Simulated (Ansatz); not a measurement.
# What pressure 3 GPa does to SnS2

The reference is SnS$_{2}$ in the CdI2 type structure (space group P-3m1, No. 164; a = 3.626 Å, c = 5.574 Å; layered, stacked along the Cartesian z axis).

Modification: a hydrostatic pressure of 3 GPa.

All numbers come from Kohn–Sham DFT with the PBEsol-D3(BJ) functional, run in Ansatz (a program for electronic structure) with PAW and 420 eV plane waves, no spin-orbit coupling. k-mesh 11×11×6 (Γ-centred); smearing 0.05 eV (Fermi–Dirac).

* **Density**: 5.08 g/cm³ (base 4.78 g/cm³)
* **c/a ratio**: 1.486 (base 1.537)
* **Shortest interatomic distance**: 4.808 bohr (base 4.838 bohr)
* **Enthalpy H = E + PV relative to the base's energy**: +0.38 eV/atom
* **Band gap**: 0.74 eV (an upper bound: an edge found on the path is not a true extremum; the changed cell) (base 0.96 eV)

Final structure:

```yaml
crystal:
  lattice:
    - [3.59454, 0.00000, 0.00000]
    - [-1.79727, 3.11296, 0.00000]
    - [0.00000, 0.00000, 5.34078]
  atoms:
    - { symbol: Sn, position: [0.00000, 0.00000, 0.00000] }
    - { symbol: S, position: [0.33333, 0.66667, 0.27562] }
    - { symbol: S, position: [0.66667, 0.33333, 0.72438] }
```

Load acts through the strain it causes; cell and atoms are relaxed under it. Gaps are Kohn–Sham eigenvalue differences; semilocal functionals usually give less than the measured gap. Stability against distortions was not tested.
